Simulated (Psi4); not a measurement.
Psi4 1.11, PBE/def2-svp: Hf(Br)4 ([Br][Hf]([Br])([Br])[Br]), 5 atoms. The geometry is a generated start, not checked to be a minimum at this level.

task: energy
method: pbe
basis: def2-svp
memory: 3 GB
maxiter: 100
keys of the molecule block: symmetry c1
scf_type: df (default)
e_convergence: 1e-06 (default)
d_convergence: 1e-06 (default)
dft_radial_points: 75 (default)
dft_spherical_points: 302 (default)
effective core potentials: those of the basis set, past Kr
basis functions: 160
grid points: 108257

```xyz
5

Hf    -0.0001    -0.0012     0.0011
Br     1.9611    -0.5812    -1.4256
Br     0.7424     0.2993     2.3621
Br    -1.0204     2.1189    -0.8227
Br    -1.6829    -1.8358    -0.1150
```

Charge 0 and multiplicity 1 are set for this test and not shown to be the ground state.

With the defaults (diis = true, scf_initial_accelerator = adiis, damping_percentage = 0, level_shift = 0, level_shift_cutoff = 0.01, guess = auto, which took SAD, diis_max_vecs = 10) it converges in 11 SCF iterations. One run each on 2 threads, with these changes:
- guess = sadno
- scf_initial_accelerator = ediis
- level_shift = 0.5, level_shift_cutoff = 0.001
- guess = sap
- diis_max_vecs = 3
- guess = sapgau
- diis = false, scf_initial_accelerator = none, damping_percentage = 60
- diis_max_vecs = 6
- damping_percentage = 20

Task: Name the settings that don't reach the solution of the defaults.

Result: No convergence: diis = false, scf_initial_accelerator = none, damping_percentage = 60 (the run ends without SCF convergence in 100 iterations). The rest reach the solution of the defaults.

| setting | SCF iterations | end |
|---|---|---|
| level_shift = 0.5, level_shift_cutoff = 0.001 | 9 | same solution |
| the defaults | 11 | same solution |
| guess = sadno | 11 | same solution |
| scf_initial_accelerator = ediis | 11 | same solution |
| diis_max_vecs = 6 | 11 | same solution |
| guess = sapgau | 12 | same solution |
| guess = sap | 14 | same solution |
| diis_max_vecs = 3 | 15 | same solution |
| damping_percentage = 20 | 21 | same solution |
| diis = false, scf_initial_accelerator = none, damping_percentage = 60 | 100 | no convergence |
